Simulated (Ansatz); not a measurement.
System: SnO2 (P4₂/mnm, No. 136, 6 atoms in the cell; start mp-550172). Method: PBE0 (Ansatz, a program for electronic structure, PAW).

Settings: plane-wave cutoff 460 eV, 6×6×8 k mesh (along the axes of the cell as run), Fermi–Dirac smearing 0.01 eV, scalar-relativistic PAW data made under PBE.

Cell (relaxed with PBEsol):

```
SnO2
1.0
    4.76947     0.00000     0.00000
    0.00000     4.76945     0.00000
    0.00000     0.00000     3.21178
Sn O
2 4
Cartesian
  2.38473   2.38472   1.60589
  0.00000   0.00000   0.00000
  1.46063   1.46098   0.00000
  3.30883   3.30847   0.00000
  3.84537   0.92374   1.60589
  0.92410   3.84570   1.60589
```

### Question
What does this level give for the band gap?

### Answer

- band gap: 3.46 eV (on the SCF k mesh)

Note: cell and atoms aren't relaxed at this level (largest force component 0.02 eV/Å, pressure -3.1 GPa).

Spin–orbit coupling is not included.

The result took around 7 core-minutes (rough).

A start named mp-… is a Materials Project structure, which need not be a measured phase.
